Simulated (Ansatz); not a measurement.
Base system: GaN (space group P4_2/mnm, No. 136; a = 5.470 Å, c = 3.183 Å; a hypothetical phase, not in the database extracts checked). Axes: x, y, z lie along a, b, c of the conventional cell.

One thing is altered: tensile biaxial strain of 1.17 % in the plane normal to [001], as in epitaxy on a mismatched substrate; the out-of-plane cell vector and the atoms relax.

Levels (all Ansatz, a program for electronic structure, PAW): PBEsol (420 eV, no SOC); r2SCAN (500 eV, without spin-orbit coupling); HSE06 (420 eV, no spin-orbit coupling).

At the geometry relaxed with PBEsol, these levels gave the following band gaps, in shuffled order: (a) 3.11 eV, (b) 2.27 eV, (c) 1.82 eV.

Problem. Match each gap to its level.

Solution. (a) HSE06; (b) r2SCAN; (c) PBEsol.

Single points use the geometry relaxed with PBEsol. Stability against distortions was not tested.
